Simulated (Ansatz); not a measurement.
```
PbZrO3
1.0
    4.08572     0.00000     0.00000
    0.00000     4.08572     0.00000
    0.00000     0.00000     4.08572
Zr Pb O
1 1 3
Direct
  0.00000   0.00000   0.00000
  0.50000   0.50000   0.50000
  0.50000   0.00000   0.00000
  0.00000   0.50000   0.00000
  0.00000   0.00000   0.50000
```

A single point on PbZrO3 with a change (pressure 7.5 GPa), its geometry relaxed with PBEsol.

The values are results of Kohn–Sham DFT with the PBEsol functional, run in Ansatz (a first-principles code) with PAW and 420 eV plane waves, with spin-orbit coupling, not measurements. Settings: 8×8×8 k-points, 0.05 eV Fermi–Dirac smearing.

**Question.** Predict the gap character.

**Answer.** Direct at X.

**Question.** Estimate the hole mass.

**Answer.** 0.22 mₑ along k, 0.75 mₑ across (at X).

**Question.** Predict the band gap.

**Answer.** 2.02 eV.

**Question.** What electron mass does the calculation give?

**Answer.** 0.18 mₑ along k, 0.36 mₑ across (at X).

Single points use the geometry relaxed with PBEsol. Load acts through the strain it causes; cell and atoms are relaxed under it. Masses are band curvatures over ±0.01 Å⁻¹ around the edge. Along k means along the line from Γ to the band edge. Whether these cells are dynamically stable was not tested. Competing high-pressure phases were not computed. The cell was made from PbZrO$_{3}$ in the cubic perovskite structure (space group Pm-3m, No. 221; a cell from a computed database, its experimental status unchecked) by this change: pressure 7.5 GPa. Many cubic perovskites are stable only at high temperature; tilts and polar distortions were not tested.
